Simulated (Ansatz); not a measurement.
Levels about the gap of amorphous Al$_{32}$O$_{24}$N$_{16}$ (72 atoms in a cell of 769 Å³, 3.18 g/cm³; zone centre alone, so wide bands show as single levels with stretches between that a denser mesh fills), at the geometry that PBE relaxed, where it gives 0.0 GPa on a denser mesh. The participation number counts the atoms over which a state spreads; weights are charges in smoothed Voronoi cells. The levels come from a single point, so bond lengths are those of that geometry. Method of the levels: PBE, scalar-relativistic without spin-orbit coupling (Ansatz, a program for electronic structure). Sampling: the zone centre alone; Fermi-Dirac width 0.02 eV; no spin polarisation.

The cell was made by melting and quenching with the CHGNet potential and then relaxed with DFT. O and N atoms were pushed apart under 1.9 Å during the dynamics, to hinder bonds among them. The hot cell started wider than the set density and was brought back towards it in steps. It is the lowest in DFT energy of 2 quenches. It is a model cell: composition and starting density were chosen by hand, and all elements were melted together. No dispersion term was used. A short ab initio anneal came between quench and relaxation. Its density started from a set value of 3.14 and ended at 3.18 g/cm³. Cooling (nominally 88 K/ps over its main leg) ran many orders faster than in experiment, which tends to leave more defects and strain. A cell of this size samples the disorder only roughly. The volume was free in the relaxation, at fixed shape. Stress components on the final sampling reach 2.2 GPa.

| E - E(highest filled), eV | filling | participation number | largest on | weight N | weight Al | weight O |
|---|---|---|---|---|---|---|
| -0.64 | filled | 17.4 | N, 4 neighbours | 0.64 | 0.13 | 0.23 |
| -0.59 | filled | 8.6 | N, 4 neighbours | 0.67 | 0.14 | 0.19 |
| -0.55 | filled | 11.6 | N, 4 neighbours | 0.58 | 0.13 | 0.29 |
| -0.35 | filled | 11.6 | N, 4 neighbours | 0.68 | 0.14 | 0.18 |
| -0.30 | filled | 10.7 | N, 4 neighbours | 0.64 | 0.14 | 0.22 |
| -0.16 | filled | 7.8 | N, 4 neighbours | 0.60 | 0.13 | 0.27 |
| 0.00 | filled | 6.2 | N, 4 neighbours | 0.56 | 0.12 | 0.32 |
| 2.38 | empty | 42.1 | Al, 4 neighbours | 0.24 | 0.49 | 0.27 |
| 3.57 | empty | 14.8 | Al, 4 neighbours | 0.29 | 0.52 | 0.19 |
| 4.50 | empty | 22.3 | Al, 5 neighbours | 0.25 | 0.49 | 0.25 |
| 4.67 | empty | 40.4 | Al, 5 neighbours | 0.20 | 0.50 | 0.30 |
| 4.77 | empty | 42.8 | Al, 5 neighbours | 0.21 | 0.50 | 0.29 |
| 4.89 | empty | 38.9 | Al, 4 neighbours | 0.25 | 0.49 | 0.27 |
| 5.02 | empty | 36.0 | Al, 4 neighbours | 0.26 | 0.51 | 0.24 |

Most localised among these is the filled level at +0.00 eV, on a N atom, which has 4 neighbours (Al 1.88 Å, Al 1.90 Å, Al 1.93 Å, Al 2.19 Å).
